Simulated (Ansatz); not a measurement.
The structure below was relaxed with Kohn–Sham DFT with the PBEsol functional, run in Ansatz (a first-principles code) with PAW and 420 eV plane waves, no SOC.

Space group Fm-3m (No. 225); a = 6.249 Å, b = 6.249 Å, c = 6.249 Å, α = 90.00°, β = 90.00°, γ = 90.00°

```
atom  site  symmetry       x       y       z
----  ----  --------  ------  ------  ------
Pd      4a      m-3m  0.0000  0.0000  0.0000
Mg      8c      -43m  0.2500  0.2500  0.2500
```

Task: Write out a cell with all atoms.

Result: 
```cif
data_Mg8Pd4
_chemical_formula_sum 'Pd4 Mg8'
_space_group_name_H-M_alt 'P 1'
_space_group_IT_number 1
_cell_length_a 6.24894
_cell_length_b 6.24894
_cell_length_c 6.24894
_cell_angle_alpha 90.000
_cell_angle_beta 90.000
_cell_angle_gamma 90.000
loop_
_space_group_symop_operation_xyz
  'x, y, z'
loop_
_atom_site_label
_atom_site_type_symbol
_atom_site_fract_x
_atom_site_fract_y
_atom_site_fract_z
_atom_site_occupancy
Pd1 Pd 0.00000 0.00000 0.00000 1
Mg1 Mg 0.25000 0.75000 0.75000 1
Mg2 Mg 0.25000 0.25000 0.75000 1
Pd2 Pd 0.00000 0.50000 0.50000 1
Mg3 Mg 0.25000 0.25000 0.25000 1
Mg4 Mg 0.25000 0.75000 0.25000 1
Pd3 Pd 0.50000 0.00000 0.50000 1
Mg5 Mg 0.75000 0.75000 0.25000 1
Mg6 Mg 0.75000 0.25000 0.25000 1
Pd4 Pd 0.50000 0.50000 0.00000 1
Mg7 Mg 0.75000 0.25000 0.75000 1
Mg8 Mg 0.75000 0.75000 0.75000 1
```
This is the conventional cell.

Stability against distortions was not tested. All final runs are without spin polarisation. The cell was made from Mg2Sn by this change: Sn → Pd; the result is a hypothetical phase, not in the database extracts checked.
